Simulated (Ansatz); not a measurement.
Partial pair distribution functions of a relaxed model of amorphous In₂₄O₃₈Hf, broadened by 0.06 Å; density 6.62 g/cm³. Level of theory: PBE, scalar-relativistic without spin-orbit coupling (plane waves to 420 eV, PAW; Ansatz, a program for electronic structure).

Preparation: random packing, a CHGNet melt and quench, and a DFT relaxation. O atoms were pushed apart under 1.9 Å during the dynamics, to hinder bonds among them. The hot cell started wider than the set density and was brought back towards it in steps. It is the lowest in DFT energy of 2 quenches. It is a model cell: composition and starting density were chosen by hand, and all elements were melted together. No dispersion term was used. Its density started from a set value of 6.62 and ended at 6.62 g/cm³. The simulated quench (nominally 280 K/ps over its main leg) is rapid and tends to freeze in more defects than a deposited or slowly cooled glass has. Values belong to this one cell and scatter from quench to quench. The volume was held where the preparation left it and the shape relaxed, at a PBE pressure of -1.4 GPa (tension). Stress components on the final sampling reach 1.5 GPa. On a 2×2×2 Γ-centred mesh force components of up to 0.17 eV/Å stay, since the relaxation ran on the zone centre alone.

```tsv
r (Å)	g In-O	g O-Hf	g In-In	g O-O
1.80	0.00	0.01	0.00	0.00
1.90	0.03	0.51	0.00	0.00
2.00	1.04	3.79	0.00	0.00
2.10	6.36	9.67	0.00	0.00
2.20	7.71	9.50	0.00	0.00
2.30	3.53	1.14	0.00	0.00
2.40	1.42	0.01	0.00	0.00
2.50	0.46	0.00	0.00	0.04
2.60	0.28	0.00	0.00	0.40
2.70	0.32	0.00	0.00	1.24
2.80	0.23	0.00	0.02	1.97
2.90	0.12	0.00	0.18	2.66
3.00	0.22	0.00	0.20	2.42
3.10	0.16	0.00	0.31	2.14
3.20	0.10	0.00	1.60	1.75
3.30	0.34	0.00	3.45	1.77
3.40	0.45	0.00	3.57	1.77
3.50	0.37	0.00	2.49	1.51
3.60	0.44	0.00	2.05	1.11
3.70	0.82	0.01	2.36	1.05
3.80	0.78	0.37	1.43	0.91
3.90	0.83	1.48	1.68	0.65
4.00	1.08	1.47	1.58	0.65
4.10	1.20	1.56	1.00	0.74
4.20	1.44	0.85	0.64	0.83
4.30	1.30	0.55	0.52	0.78
4.40	1.12	1.58	0.80	0.53
4.50	1.48	1.71	0.65	0.55
4.60	1.35	1.80	0.54	0.56
4.70	1.51	1.15	0.82	0.69
```

Within 2.86 Å each In has 5.67 O neighbours on average.
